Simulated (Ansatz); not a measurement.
This Ansatz (a program for electronic structure) input is the reference run, Te (space group P3_121, No. 152; made of chains), computed with Ansatz r2SCAN, no SOC:

Ansatz 0.2 input:
```yaml
crystal:
  lattice:
    - [4.6241183043, 0, 0]
    - [-2.3120591522, 4.0046039216, 0]
    - [0, 0, 5.9033879201]
  atoms:
    - { symbol: Te, position: [0.2533533777, 0, 0.3333333333] }
    - { symbol: Te, position: [0, 0.2533533777, 0.6666666667] }
    - { symbol: Te, position: [0.7466466223, 0.7466466223, 0] }
basis: { ecutwfc: 500, ecutrho_ratio: 4, xc_grid: 4, fft_grid_basis: typed }
kpoints: { mp_grid: { grid: [8, 8, 6] } }
hamiltonian:
  xc: r2scan
  dispersion: none
  pseudopotentials: { kind: paw }
scf: { occupations: { method: fermi_dirac, width: 0.05 }, convergence: { dr2_threshold: 0.0000000003 } }
output: { forces: true, stress: true }
checkpoint: { write: state.ck, write_every: 1000 }
```

Task: Write the input for this change: uniaxial strain ε_xx = −4.81 %, all other strain components held at zero, atoms relaxed at fixed cell.

Result: 
Ansatz 0.2 input:
```yaml
crystal:
  lattice:
    - [4.4016982138, 0, 0]
    - [-2.2008491069, 4.0046039216, 0]
    - [0, 0, 5.9033879201]
  atoms:
    - { symbol: Te, position: [0.2533533777, 0, 0.3333333333] }
    - { symbol: Te, position: [0, 0.2533533777, 0.6666666667] }
    - { symbol: Te, position: [0.7466466223, 0.7466466223, 0] }
basis: { ecutwfc: 500, ecutrho_ratio: 4, xc_grid: 4, fft_grid_basis: typed }
kpoints: { mp_grid: { grid: [8, 8, 6] } }
hamiltonian:
  xc: r2scan
  dispersion: none
  pseudopotentials: { kind: paw }
scf: { occupations: { method: fermi_dirac, width: 0.05 }, convergence: { dr2_threshold: 0.0000000003 } }
relax: { f_tol: 0.005, max_steps: 50 }
output: { forces: true, stress: true }
checkpoint: { write: state.ck, write_every: 1000 }
```
This is the input that was run.

Whether these cells are dynamically stable was not tested. No dispersion term is included, though the crystal is made of layers, chains or molecules, so its spacings can come out too wide.
